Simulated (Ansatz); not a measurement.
1T (CdI2-type) MgI2, treated with G0W0@PBEsol (Ansatz, a program for electronic structure, hard PAW, contour deformation).

The same calculation (at the measured cell, 34.041 Å³/atom) with different numerical settings; throughout: k mesh 3×3×2:

```tsv
run	response cutoff (eV)	empty bands	quasiparticle gap on the mesh (eV)	quasiparticle gap at Γ (eV)	rough time
1	100	426	5.113	5.113	70 core-s
2	150	783	5.139	5.139	5 core-min
3	200	1205	5.142	5.142	20 core-min
4	250	1684	5.142	5.142	40 core-min
5	300	2214	5.143	5.143	60 core-min
```

In the column quasiparticle gap on the mesh (eV) the first row differs from the last by -0.030 and the next to last by -0.001.

The last row is no converged limit: other settings stay fixed.

Spin–orbit coupling is not included.
